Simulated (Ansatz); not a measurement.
ZnO, response to strain

Take ZnO in the wurtzite structure (space group P6_3mc, No. 186; a = 3.2795 Å, c = 5.2937 Å) as the base. Axes: x lies along a and z along c of the hexagonal cell.

Strains are applied to the cell and any free atomic positions relax; under biaxial strain the out-of-plane vector relaxes too.

Computed with PBE/PAW in Ansatz (a program for electronic structure), without spin-orbit coupling.

```json
[
 {"biaxial strain, plane normal [001], relaxed out of plane (%)": "-3", "out-of-plane strain (%)": "2.70"},
 {"biaxial strain, plane normal [001], relaxed out of plane (%)": "-2.4", "out-of-plane strain (%)": "2.16"},
 {"biaxial strain, plane normal [001], relaxed out of plane (%)": "-1.8", "out-of-plane strain (%)": "?"},
 {"biaxial strain, plane normal [001], relaxed out of plane (%)": "-1.2", "out-of-plane strain (%)": "1.09"},
 {"biaxial strain, plane normal [001], relaxed out of plane (%)": "-0.6", "out-of-plane strain (%)": "0.55"},
 {"biaxial strain, plane normal [001], relaxed out of plane (%)": "0", "out-of-plane strain (%)": "0.00"}
]
```

### Question
Fit ε⊥ = −νε + γε² (strains in %) to the rows shown and predict the withheld row.

### Answer
Least squares on the printed values gives ν = 0.91 (the biaxial Poisson response) and γ = -0.005 (largest residual 0.00 %); this predicts 1.63 %, and the run gives 1.63 %, in agreement.

Whether these cells are dynamically stable was not tested.
